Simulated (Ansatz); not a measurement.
## What uniaxial strain ε_zz = +0.50 % does to Ti

The parent structure is Ti in the hcp (Mg type) structure (space group P6_3/mmc, No. 194; a = 2.936 Å, c = 4.640 Å; relaxed with 0.1 eV smearing). Axes: x lies along a and z along c of the hexagonal cell.

Modification: uniaxial strain ε_zz = +0.50 %, all other strain components held at zero, atoms relaxed at fixed cell.

Computed with Kohn–Sham DFT with the r2SCAN functional, run in Ansatz (a first-principles code) with PAW and 500 eV plane waves, without spin-orbit coupling. Settings: 23×23×13 k-points, 0.1 eV Fermi–Dirac smearing.

- Shortest interatomic distance = 288.3 pm (base 287.4 pm)
- Energy relative to the base (free energy F) = +0.3 meV/atom
- Pressure (mean of the normal stresses, compression positive) = -0.6 GPa (base 0.0 GPa)
- Band gap = zero (base zero)
- Stress (xx, yy, zz, yz, xz, xy; compression positive) = (-0.4, -0.4, -1.0, 0.0, 0.0, 0.0) GPa

Final structure:

```
Ti
1.0
    2.93639     0.00000     0.00000
   -1.46820     2.54299     0.00000
    0.00000     0.00000     4.66342
Ti
2
Direct
  0.66667   0.33333   0.75000
  0.33333   0.66667   0.25000
```

No phonon test of stability was made. The final runs are not spin-polarised.
